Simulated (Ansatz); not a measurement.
We consider NbHO3 (model structure, Pmm2, No. 25, 5 atoms in the cell), described by PBEsol in Ansatz (PAW).

Settings: plane-wave cutoff 520 eV, 8×10×8 k mesh (along the axes of the cell as run), Fermi–Dirac smearing 0.01 eV, no spin polarisation, scalar-relativistic PAW data made under PBE.

Cell (relaxed with PBEsol):

```
NbHO3
1.0
    4.07751     0.00000     0.00000
    0.00000     3.82071     0.00000
    0.00000     0.00000     4.04126
Nb O H
1 3 1
Direct
  0.50000   0.50000   0.56368
  0.00000   0.50000   0.45851
  0.50000   0.00000   0.50052
  0.50000   0.50000   0.00562
  0.00000   0.50000   0.21513
```

Question: Predict the band gap, smallest direct gap on the k points sampled and Γ–Γ gap.

Answer: 
- band gap = 1.62 eV
- smallest direct gap on the k points sampled = 2.53 eV
- Γ–Γ gap = 2.68 eV

Note: the relaxation could raise the start's symmetry but not lower it, so the cell can be a saddle point.

Spin–orbit coupling is not included.

Static lattice: no zero-point or thermal effects.

A model structure was made by putting elements into a prototype or built by hand; it is no filed structure, need not be a known phase, and can be a saddle point held by its symmetry.

Ansatz is a program for electronic structure.
